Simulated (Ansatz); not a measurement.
**A computed series for HfO2: response to strain**

The reference is HfO₂ in the fluorite structure (space group Fm-3m, No. 225; a = 5.098 Å).

Strains are applied to the cell and any free atomic positions relax.

Level of theory: plane-wave PAW DFT at the PBE level (Ansatz, a first-principles code, 420 eV), without spin-orbit coupling, earlier PAW set.

```json
[
 {"isotropic strain (%)": "-1.98", "band gap (eV)": "3.89"},
 {"isotropic strain (%)": "-1.37", "band gap (eV)": "3.85"},
 {"isotropic strain (%)": "-0.69", "band gap (eV)": "?"},
 {"isotropic strain (%)": "0", "band gap (eV)": "3.75"},
 {"isotropic strain (%)": "0.81", "band gap (eV)": "3.69"},
 {"isotropic strain (%)": "5.35", "band gap (eV)": "3.34"}
]
```

**Question.** Fit E_g = E₀ + Dε (ε in %) to the rows shown and predict the withheld row.

**Answer.** Least squares on the printed values gives E₀ = 3.75 eV, D = -75.4 meV per % of strain (largest residual 0.01 eV); this predicts 3.80 eV, and the run gives 3.80 eV, in agreement.

Spin-orbit coupling, missing from the scalar runs, can matter with Hf. Whether these cells are dynamically stable was not tested. This is not the structure that HfO2 has at room temperature and ambient pressure.
